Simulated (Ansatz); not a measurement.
A zone-centre phonon calculation of Sr2Mg (I4/mmm, 3 atoms in the cell) with Ansatz (a quantum-chemistry and plane-wave program).

Method of the run: LDA (PW92), default PAW files made with PBE (plane waves; Ansatz).

```xyz
3
Lattice="-2.1288 2.1288 7.2837 2.1288 -2.1288 7.2837 2.1288 2.1288 -7.2837" Properties=species:S:1:pos:R:3 pbc="T T T"
Sr     0.0000     0.0000     5.2156
Sr     0.0000     0.0000     9.3519
Mg     0.0000     0.0000     0.0000
```

Reference input (self-consistent single point, DFT, LDA (PW92), plane waves, default PAW files made with PBE): basis.ecutwfc = 30.9 Ry; kpoints.mp_grid.grid = 9 9 9; hamiltonian.xc = lda; hamiltonian.pseudopotentials = {kind: paw} (the program's default PAW files); scf.occupations.method = gaussian; scf.occupations.width = 0.0073 Ry. This run's input differs from it in these lines:

Ansatz 0.2 input:
```diff
@@ -10,3 +10,3 @@
 basis:
-  ecutwfc: 30.9 Ry
+  ecutwfc: 21.7 Ry
 kpoints:
@@ -22,6 +22,4 @@
     width: 0.0073 Ry
-output:
-  forces: true
-  eigenvalues: true
-  stress: true
+phonons:
+  method: dfpt
```

The program printed (abridged):

```
SCF iter   1: F=—  HF=-8790.249751 eV  |F-HF|=—  |Δ(HF+E_count)|=         —  Δρ=4.03e-3  dr2=9.31e-3  ethr=1.77e-3  ⟨swp⟩=7.3  Hψ=13482  notcnv=0
all-band conjugate gradients solve this SCF's bands
preconditioner: auto → Kerker (q_TF=auto, 2.131 Å⁻¹)
SCF iter   2: F=—  HF=-8790.244604 eV  |F-HF|=—  |Δ(HF+E_count)|=   5.15e-3  Δρ=1.82e-3  dr2=2.92e-3  ethr=3.10e-5  ⟨swp⟩=2.1  Hψ=5078  notcnv=0
   [... lines left out ...]
SCF iter   6: F=—  HF=-8790.244244 eV  |F-HF|=—  |Δ(HF+E_count)|=   5.37e-5  Δρ=5.28e-6  dr2=5.73e-8  ethr=3.67e-9  ⟨swp⟩=2.2  Hψ=2996  notcnv=0
SCF iter   7: F=—  HF=-8790.244244 eV  |F-HF|=—  |Δ(HF+E_count)|=   1.06e-8  Δρ=1.11e-6  dr2=2.59e-9  ethr=1.91e-10  ⟨swp⟩=2.3  Hψ=3270  notcnv=0
SCF iter   8: F=—  HF=-8790.244244 eV  |F-HF|=—  |Δ(HF+E_count)|=  5.64e-11  Δρ=3.42e-7  dr2=1.54e-10  ethr=8.63e-12  ⟨swp⟩=2.2  Hψ=4151  notcnv=0
SCF iter   9: F=-8790.244244 eV  HF=-8790.244244 eV  |F-HF|=1.82e-12  |Δ(HF+E_count)|=  1.64e-11  Δρ=6.88e-8  dr2=7.85e-12  ethr=1.00e-12  ⟨swp⟩=5.1  Hψ=13484  notcnv=0
SCF 1 converged in 9 iterations: F = -8790.244244 eV  dr2 = 7.85e-12
DFPT response loops at Γ: preconditioner auto → Kerker (q_TF=auto, 2.131 Å⁻¹) (partly filled bands, converged f_vac=0.000) …
Free energy (F): -8790.244244 eV
Internal energy: -8790.229440 eV  (E = F + TS)
E sigma→0 (E₀):  -8790.236842 eV
Entropy (-TS):   -0.014804 eV (-4.935 meV/atom)
Fermi energy:    4.817336 eV
--- Phonons (Γ-DFPT): 4 representative perturbations + reference, on 125 of 729 k-points (Σ response iterations 12) ---
  k mesh reduced under 4 symmetry operations, with k and −k counted as one. Each operation leaves every solved displacement unchanged or reverses it
  ASR residual: 6.812e-5 → 0.000e0 eV/Å²; symmetrization residual: 1.869e-6 eV/Å²
  ASR residual per site (eV/Å²): 6.81e-5 6.81e-5 6.36e-5
  Γ frequencies (cm⁻¹): 0.00 0.00 0.00 70.81 70.81 86.79 127.51 144.29 144.29
  non-analytic LO–TO correction: not included (Born effective charges unavailable; polar crystals: no LO–TO splitting at Γ)
```

The run converged in 9 iterations. 

Summary of the result:
```
Quantity                                                                              Result
--------------------------------------------------------  ----------------------------------
Free energy E − TS (on the zero of these files)                                -8790.2442 eV
Fermi level (on the code's own zero)                                                 4.82 eV
Zone-centre frequencies (cm⁻¹; negative means imaginary)  0, 0, 0, 71, 71, 87, 128, 144, 144
```

The starting cell comes from a database of computed structures (which also holds hypothetical and non-ambient phases and stackings), without a prior relaxation at this level. Its lattice was rescaled by up to half a per cent. The cutoff lies below the one recommended for these files.

Cost on one core of a shared machine: roughly 2 min.
